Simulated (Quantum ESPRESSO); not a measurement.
Short convergence ladders for Ca (Fm-3m, 1 atom in the cell)

```
CELL_PARAMETERS angstrom
     -2.79837     0.00000     2.79837
      0.00000     2.79837     2.79837
     -2.79837     2.79837     0.00000
ATOMIC_POSITIONS crystal
  Ca 0.00000 0.00000 0.00000
```

Base method: PBEsol, PseudoDojo standard norm-conserving (PBESOL) pseudopotentials (plane waves; Quantum ESPRESSO 7.5).

Base settings: ecutwfc = 70 Ry; occupations = smearing; smearing = gaussian; degauss = 0.0073499 Ry; potentials = {Ca: Ca.upf}; K_POINTS = automatic 7 7 7 0 0 0; conv_thr = 1e-10 Ry.

The count of work is k-points × plane waves × bands × iterations; it is no time. Core times come from one kind of shared machine, to one figure; runs under 30 s give none.

**The cutoff for other potential files**

Level: DFT, PBEsol, plane waves, PSlibrary ultrasoft (PBE, semicore) pseudopotentials.

In this ladder: pseudopotentials = {Ca: Ca.pbe-spn-rrkjus_psl.1.0.0.UPF}; input_dft = pbesol. Moved along: ecutrho.

The second cell is the first with its lattice scaled by 0.98.

The mesh stays at the base's, so the ladder's end is converged at best in this setting alone.

Only quantities that move along the ladder and can be compared are tabulated.

| ecutwfc | free energy less the last step's (meV/atom) | energy of the compressed cell less the first (meV/atom) | pressure (GPa) | count of work / last |
|---|---|---|---|---|
| 22 Ry | 1185.60 | 3.11 | -19.77 | 0.11 |
| 28 Ry | 168.59 | -13.64 | -4.93 | 0.13 |
| 35 Ry | 37.70 | -10.75 | -1.32 | 0.21 |
| 42 Ry | 28.14 | -10.80 | -1.33 | 0.35 |
| 50 Ry | 12.35 | -10.97 | -1.33 | 0.36 |
| 60 Ry | 4.48 | -11.03 | -1.18 | 0.60 |
| 75 Ry | 2.33 | -11.03 | -1.18 | 1.0 |
| 100 Ry | 0.00 | -11.03 | -1.15 | 1.0 |

Coarsest ecutwfc that holds the energy of the compressed cell less the first within 0.5 meV/atom of the last step, with all finer ones: 35 Ry, at 0.21 of the last step's count of work; the step before is off by 2.6 meV/atom.

Coarsest ecutwfc that holds the pressure within 0.5 GPa of the last step, with all finer ones: 35 Ry, at 0.21 of the last step's count of work; the step before is off by 3.8 GPa.

State of the free energy at the end of the ladder: still drifting one way, by 4.5 meV/atom over the last two steps, so the last step is no safe reference.

At the lowest cutoff the pressure lies 18.6 GPa under the last step's, the usual sign of Pulay stress in an incomplete plane-wave basis.

**The cutoff for other potential files**

Level: DFT, PBEsol, plane waves, PSlibrary PAW (PBE, semicore) pseudopotentials.

In this ladder: pseudopotentials = {Ca: Ca.pbe-spn-kjpaw_psl.1.0.0.UPF}; input_dft = pbesol. Moved along: ecutrho.

The second cell is the first with its lattice scaled by 0.98.

The mesh stays at the base's, so the ladder's end is converged at best in this setting alone.

Only quantities that move along the ladder and can be compared are tabulated.

```csv
ecutwfc,free energy less the last step's (meV/atom),energy of the compressed cell less the first (meV/atom),pressure (GPa),count of work / last
22 Ry,1234.76,2.66,-20.49,0.082
28 Ry,175.33,-14.45,-5.18,0.12
35 Ry,34.69,-11.36,-1.38,0.19
42 Ry,25.53,-11.43,-1.34,0.24
50 Ry,11.50,-11.60,-1.35,0.32
60 Ry,4.42,-11.66,-1.21,0.41
75 Ry,2.30,-11.66,-1.22,0.58
100 Ry,0.00,-11.66,-1.18,1.0
```

Coarsest ecutwfc that holds the pressure within 1 GPa of the last step, with all finer ones: 35 Ry, at 0.19 of the last step's count of work; the step before is off by 4.0 GPa.

State of the free energy at the end of the ladder: still drifting one way, by 4.4 meV/atom over the last two steps, so the last step is no safe reference.

Coarsest ecutwfc that holds the energy of the compressed cell less the first within 2 meV/atom of the last step, with all finer ones: 35 Ry, at 0.19 of the last step's count of work; the step before is off by 2.8 meV/atom.

At the lowest cutoff the pressure lies 19.3 GPa under the last step's, the usual sign of Pulay stress in an incomplete plane-wave basis.

**The relaxed cell against the cutoff**

In this ladder: calculation = vc-relax; tprnfor = default; tstress = default.

The mesh stays at the base's, so the ladder's end is converged at best in this setting alone.

Only quantities that move along the ladder and can be compared are tabulated.

| ecutwfc | relaxed volume (Å³/atom) | relaxation steps | core time / last (rough) |
|---|---|---|---|
| 35 Ry | 33.240 | 5 | – |
| 42 Ry | 36.874 | 5 | – |
| 49 Ry | 39.179 | 5 | – |
| 60 Ry | 40.516 | 5 | – |
| 70 Ry | 40.658 | 5 | – |
| 84 Ry | 40.657 | 5 | 0.5 |
| 105 Ry | 40.659 | 5 | 0.6 |
| 140 Ry | 40.660 | 5 | 1 |

Coarsest ecutwfc that holds the relaxed volume within 0.203 Å³/atom of the last step, with all finer ones: 60 Ry; the step before is off by 1.5 Å³/atom.

At the lowest cutoff the cell relaxes to a volume 18 % smaller than at the highest.

On the base run: the starting cell has typed, rounded lattice constants, without a prior relaxation at this level. Its lattice was rescaled by up to half a per cent.
